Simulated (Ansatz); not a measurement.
Start from SiO$_{2}$ in the rutile structure (space group P4_2/mnm, No. 136).

```yaml
crystal:
  lattice:
    - [4.15488, 0.00000, 0.00000]
    - [0.00000, 4.15488, 0.00000]
    - [0.00000, 0.00000, 2.66145]
  atoms:
    - { symbol: Si, position: [0.00000, 0.00000, 0.00000] }
    - { symbol: Si, position: [0.50000, 0.50000, 0.50000] }
    - { symbol: O, position: [0.30558, 0.30558, 0.00000] }
    - { symbol: O, position: [0.80558, 0.19442, 0.50000] }
    - { symbol: O, position: [0.19442, 0.80558, 0.50000] }
    - { symbol: O, position: [0.69442, 0.69442, 0.00000] }
```

Cartesian axes are those of the cell as printed.

Level of theory: LDA (Ansatz, a quantum-chemistry and plane-wave program; PAW; 420 eV plane waves; no spin-orbit coupling).

Before the change:

The pressure is -0.01 GPa and the valley order is Γ 5.81 eV; A (1/2, 1/2, 1/2) 7.19 eV.

Perturbation: biaxial strain +0.60 %, plane normal [001], relaxed out of plane (Cartesian); in-plane vectors clamped, the third vector and the atoms free.

What happens to the pressure?

The pressure (mean of the normal stresses, compression positive) falls by 2.196 GPa (-0.01 GPa → -2.20 GPa).

What does the calculation give for the valley order after the change?

The valley order (the lowest conduction-band minima on the path, energy above the VBM, named in the base's zone) becomes Γ 5.70 eV; A (1/2, 1/2, 1/2) 7.10 eV (base: Γ 5.81 eV; A (1/2, 1/2, 1/2) 7.19 eV).

What happens to the out-of-plane strain?

The out-of-plane strain amounts to -0.31 %.

The levels and masses belong to the bands next to the band gap. Stability against distortions was not tested.
